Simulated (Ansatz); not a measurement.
The parent structure is SrTiO₃ in the cubic perovskite structure (space group Pm-3m, No. 221; a = 3.891 Å).

Perturbation: a negative pressure, −1 GPa.

Levels (all Ansatz, an electronic-structure program, PAW): PBEsol (420 eV, no spin-orbit coupling); r2SCAN (500 eV, no spin-orbit coupling).

The geometry is relaxed with PBEsol.

| Item | Value |
|---|---|
| PBEsol lowest conduction level above the VBM at special points | Γ 1.84 eV; X 2.02 eV; M 3.84 eV; R 4.53 eV |
| PBEsol gap character | indirect, R → Γ |
| PBEsol smallest direct gap | 2.19 eV |

Question: What does r2SCAN give at this geometry for the lowest conduction level above the VBM at special points, gap character and smallest direct gap?

Answer: The lowest conduction level above the VBM at special points goes from Γ 1.84 eV; X 2.02 eV; M 3.84 eV; R 4.53 eV to Γ 2.28 eV; X 2.43 eV; M 4.20 eV; R 4.89 eV; the gap character stays indirect, R → Γ; the smallest direct gap increases by 0.45 eV, from 2.19 eV to 2.64 eV.

Single points use the geometry relaxed with PBEsol. Their cutoffs differ, which shifts pressures a little. Load acts through the strain it causes; cell and atoms are relaxed under it. Whether these cells are dynamically stable was not tested. All final runs are without spin polarisation. Many cubic perovskites are stable only at high temperature; tilts and polar distortions were not tested.
